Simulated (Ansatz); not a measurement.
We consider IrGa (model structure, started from the CuAu type, Pm-3m, No. 221, 2 atoms in the cell), described by PBEsol (Ansatz, a quantum-chemistry and plane-wave program, PAW).

Numerical settings: plane-wave cutoff 520 eV, 20×20×16 k mesh (along the axes of the cell as run), Fermi–Dirac smearing 0.05 eV, no spin polarisation, scalar-relativistic PAW data made under PBE.

Cell (relaxed at this level):

```cif
data_GaIr
_chemical_formula_sum 'Ga1 Ir1'
_space_group_name_H-M_alt 'P 1'
_space_group_IT_number 1
_cell_length_a 3.01971
_cell_length_b 3.01971
_cell_length_c 3.01934
_cell_angle_alpha 90.000
_cell_angle_beta 90.000
_cell_angle_gamma 90.000
loop_
_space_group_symop_operation_xyz
  'x, y, z'
loop_
_atom_site_label
_atom_site_type_symbol
_atom_site_fract_x
_atom_site_fract_y
_atom_site_fract_z
_atom_site_occupancy
Ga1 Ga 0.50000 0.50000 0.50000 1
Ir1 Ir 0.00000 0.00000 0.00000 1
```

### Question
Estimate the bulk modulus B0 that the calculation returns.

### Answer

* **bulk modulus B0**: 244 GPa

Note: the run has no spin polarisation, so it can have missed a magnetic state; the bulk modulus is −V dP/dV from two relaxed cells at ±2 % in volume; the relaxation could raise the start's symmetry but not lower it, so the cell can be a saddle point.

Spin–orbit coupling is not included.

Static lattice: no zero-point or thermal effects.

Computing time: very roughly 7 core-minutes.

A model structure was made by putting elements into a prototype or built by hand; it is no filed structure, need not be a known phase, and can be a saddle point held by its symmetry.
